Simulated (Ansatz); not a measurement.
The starting structures come from a database of crystals and need not be the phases stable at ambient conditions.

Tunnelling through a barrier is set by its complex band structure: the current falls as exp(−2κd) with the smallest κ.

Input:

```yaml
crystal:
  lattice:
    - [7.73989, 0.00000, 0.00000]
    - [1.11190, 9.12682, 0.00000]
    - [-2.22380, -1.61494, 5.18368]
  atoms:
    - { symbol: Sr, position: [0.00430, 0.66330, 0.58218] }
    - { symbol: Sr, position: [0.99570, 0.33670, 0.91458] }
    - { symbol: Sr, position: [0.49570, 0.16330, 0.32788] }
    - { symbol: Sr, position: [0.50430, 0.83670, 0.66888] }
    - { symbol: Sr, position: [0.50000, 0.50000, 0.00417] }
    - { symbol: Sr, position: [0.00000, 0.00000, 0.25417] }
    - { symbol: P, position: [0.33932, 0.50284, 0.42207] }
    - { symbol: P, position: [0.66068, 0.49716, 0.57991] }
    - { symbol: P, position: [0.16068, 0.00284, 0.83275] }
    - { symbol: P, position: [0.83932, 0.99716, 0.66923] }
    - { symbol: P, position: [0.81596, 0.34614, 0.34123] }
    - { symbol: P, position: [0.18404, 0.65386, 0.17913] }
    - { symbol: P, position: [0.68404, 0.84614, 0.27527] }
    - { symbol: P, position: [0.31596, 0.15386, 0.74509] }
```

Space group of this cell: Fdd2. The cell is taken as given; by PBEsol its mean pressure is -1.7 GPa.

Transport runs along the normal of the first two printed cell vectors.

The gap is the functional's own. No spin-orbit coupling. Mid-gap values are interpolated on the energy grid.

Task: Compute, with PBEsol in Ansatz (a program for electronic structure), the band gap and the smallest decay constant κ at mid-gap.

Result: Gap 0.86 eV on a 6×6×6 mesh; κ = 0.162 1/Å, at (0.500, 0.000) of the in-plane reciprocal vectors. At the zone centre, at the nearest computed energy, the slowest state has κ = 0.18 1/Å.
